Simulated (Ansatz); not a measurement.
Cubic perovskite CsPbCl3 (cubic high-temperature phase), treated with PBE+SOC (PAW; Ansatz, a program for electronic structure).

Run with plane-wave cutoff 520 eV, 6×6×6 k mesh, Fermi–Dirac smearing 0.01 eV, PAW data made under PBE.

Cell (relaxed at this level):

```xyz
5
Lattice="5.7282 0.0000 0.0000 0.0000 5.7282 0.0000 0.0000 0.0000 5.7282" Properties=species:S:1:pos:R:3 pbc="T T T"
Cs     0.0000     0.0000     0.0000
Pb     2.8641     2.8641     2.8641
Cl     2.8641     0.0000     2.8641
Cl     0.0000     2.8641     2.8641
Cl     2.8641     2.8641     0.0000
```

### Question
Give the computed bulk modulus, band gap, direct gap at Γ and pressure derivative B′ of the bulk modulus.

### Answer

* **bulk modulus**: 21.7 GPa
* **band gap**: 0.96 eV (direct)
* **direct gap at Γ**: 5.69 eV
* **pressure derivative B′ of the bulk modulus**: 4.7

Note: the relaxation could not lower the start's symmetry, so the cell can be a saddle point above a distorted one.

The computed numbers hold no vibrational or temperature effects.

The result took roughly 11 core-minutes.
